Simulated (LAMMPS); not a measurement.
LAMMPS 22 Jul 2025, classical MD, Stillinger-Weber (Si.sw): Si, 32768 atoms.

```
Property                                                                                                                Value
-----------------------------------------------  ----------------------------------------------------------------------------
task                                                                                                                  MD, nve
potential                                                                                             Stillinger-Weber, Si.sw
copies of the repeat unit                                                                                            16×16×16
shape (slab and sphere leave vacuum in the box)                                                                          slab
temperature                                                                                                             800 K
steps                                                                                                                    2000
timestep                                                                                                                 1 fs
neighbor skin                                                                                                             2 Å
neigh_modify                                                                                        every 1 delay 0 check yes
thermo                                                                                                                    100
newton                                                                                                           on (default)
atom_modify sort (bins of 2 Å where set)                                                                       1000 (default)
comm_style                                                                                                    brick (default)
box                                              86.9 × 86.9 × 260.7 Å, the slab in its lowest third along z, the rest vacuum
start                                                                     generated diamond lattice, warmed in an untimed run
compared values                                                       energy and forces of the first step, drift over the run
```

Machine: one whole node, Intel Xeon 6 (Granite Rapids), 96 cores on 1 socket, 2 hardware threads a core, 3 L3 cache groups, 3 NUMA nodes.

Wall times, medians of two to five repeats, each run alone on the node (launch to exit). Processes are pinned to neighbouring cores unless said otherwise. The times hold for this build (conda-forge: Open MPI, OPENMP and OPT packages, FFTW). Scratch files lie in a memory file system. A preparatory run goes ahead and isn't timed.

Started as
```bash
# ahead of the timed run: OMP_NUM_THREADS=1 mpirun -np 48 lmp -in in.warm -log none -nocite
OMP_NUM_THREADS=1 mpirun -np 64 lmp -in in.lmp -log log.lammps -nocite
```
(64 ranks, comm = brick (default), balance = none (default)) it takes 3.6 s and 30 neighbour list builds.

Q: Predict the time once the run is changed to comm = tiled, balance = balance 1.05 rcb.

A: About 1.8 s (3 runs within 2 %): 2.0× as fast. The largest move is in other (Other): 1.5 s to 0.014 s. The slowest rank's pair time is 3.07 times the mean in the first run and 1.05 times in the second; the others wait. Change in the result: energy equal as printed, forces on 48 atoms equal as printed, drift of the total energy equal as printed.
